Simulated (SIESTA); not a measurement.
Band structure of InSe (P-6m2, 8 atoms in the cell).

```
CELL_PARAMETERS angstrom
      4.04733     0.00000     0.00000
     -2.02366     3.50509     0.00000
      0.00000     0.00000    18.05206
ATOMIC_POSITIONS crystal
  In 0.00000 0.00000 0.57739
  In 0.00000 0.00000 0.42261
  In 0.33333 0.66667 0.92261
  In 0.33333 0.66667 0.07739
  Se 0.66667 0.33333 0.85300
  Se 0.66667 0.33333 0.14700
  Se 0.33333 0.66667 0.64702
  Se 0.33333 0.66667 0.35298
```

Level of theory: SIESTA 5.4.2 with LDA PW92, numerical atomic orbitals DZP, PseudoDojo LDA standard norm-conserving potentials (rewritten from UPF to PSML).

Settings: XC.functional = LDA; XC.authors = PW92; potentials = PseudoDojo LDA standard; PAO.BasisSize = DZP; PAO.EnergyShift = 0.005 Ry; MeshCutoff = 300 Ry; kgrid.MonkhorstPack = 5 5 1; OccupationFunction = FD; ElectronicTemperature = 116.05 K; MaxSCFIterations = 150; SCF.Mixer.Method = Pulay; SCF.Mixer.Weight = 0.1; SCF.Mixer.History = 6; SCF.DM.Tolerance = 1.0E-05.

The starting cell comes from a database of computed structures (which also holds hypothetical and non-ambient phases and stackings), without a prior relaxation at this level. Values carry the incompleteness of an atom-centred basis.

Problem. Predict the gap along the standard path and the places of the band edges.

Solution. The gap along the path is 0.50 eV, direct at Γ to within 0.01 eV.

Levels in eV from the top of the valence band on the path, bands 55 to 59:
| point | 55 | 56 | 57 | 58 | 59 |
|---|---|---|---|---|---|
| Γ | -1.01 | -1.01 | -0.99 | 0.00 | 0.50 |
| M | -1.96 | -1.92 | -1.51 | -1.38 | 1.62 |
| K | -1.75 | -1.73 | -1.65 | -1.61 | 2.11 |
| A | -1.03 | -1.03 | -0.60 | -0.59 | 1.03 |
| L | -2.00 | -1.99 | -1.44 | -1.39 | 1.52 |
| H | -1.87 | -1.73 | -1.65 | -1.52 | 2.09 |

Higher empty bands are left out: an atom-centred basis made for the valence describes them poorly.
